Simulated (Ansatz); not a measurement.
For Ge₂Sb₂Te₅ (model structure, R-3m, No. 166, 9 atoms in the cell), LDA (plane waves, PAW; Ansatz, a program for electronic structure) gives:

| Property | Result |
|---|---|
| equilibrium lattice constant a | 4.179 Å |
| c axis length | 51.027 Å |
| cohesive energy | 3.75 eV/atom |
| band gap | 0.16 eV |

### Question
What does r²SCAN (PAW; Ansatz) give for the same quantities?

### Answer

- lattice constant a: 4.262 Å (goes up by 2.0 %)
- lattice parameter c: 53.269 Å (goes up by 4.4 %)
- cohesive energy: 2.76 eV/atom (decreases by 0.99 eV/atom)
- band gap: 0.55 eV (goes up by 0.39 eV)

Changes are worked out from the printed values.

Unless a cell is named, each level is at its own relaxed cell (LDA 28.58, r²SCAN 31.04 Å³/atom).

Levels without +SOC leave out spin–orbit coupling, which shifts energies and cells of such heavy elements.

Levels without +SOC have no spin–orbit coupling; where heavier elements are present it shifts gaps, mostly down, and can invert bands. Density-functional gaps are differences of (generalised) Kohn–Sham levels.

Ansatz's density-functional and Hartree–Fock values are scalar-relativistic unless marked +SOC, with PAW data made under PBE.

A model structure was made by putting elements into a prototype or built by hand; it is no filed structure, need not be a known phase, and can be a saddle point held by its symmetry.
